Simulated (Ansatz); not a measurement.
**How the smallest direct gap on the k points sampled of GaS (R-3m, No. 166, 4 atoms in the cell; start mp-9889; a measured phase of this formula has another space group) moves with the method**

No measured value is used here.

```csv
level (code),value (eV),cell (Å³/atom)
LDA (Ansatz),1.50,20.63
PBEsol (Ansatz),1.72,22.07
PBEsol+SOC (Ansatz),…,21.59
dielectric-dependent PBEsol hybrid (Ansatz),…,21.59
HSE06 (Ansatz),2.47,21.59
HSE06+SOC (Ansatz),2.47,21.59
PBE0 (Ansatz),3.13,21.59
```

Problem. Fill in the missing entries.

Solution. 
- PBEsol+SOC (Ansatz, a quantum-chemistry and plane-wave program), value (eV): 1.38
- dielectric-dependent PBEsol hybrid (Ansatz), value (eV): 2.33

At these levels the smallest gap is indirect and lower: LDA 1.40, HSE06 2.32, HSE06+SOC 2.32, PBE0 3.01 eV. Computed values are for a static lattice. Spin–orbit coupling is included only where a level's name says +SOC; with heavier elements it mostly lowers gaps and can invert bands.  Values are at the PBE-D3(BJ) cell; LDA at the level's own equilibrium cell; PBEsol at the level's own relaxed cell. Cutoffs and k meshes differ between the levels. Ansatz's density-functional and Hartree–Fock values are scalar-relativistic unless marked +SOC, with PAW data made under PBE.

A start named mp-… is a Materials Project structure, which need not be a measured phase.
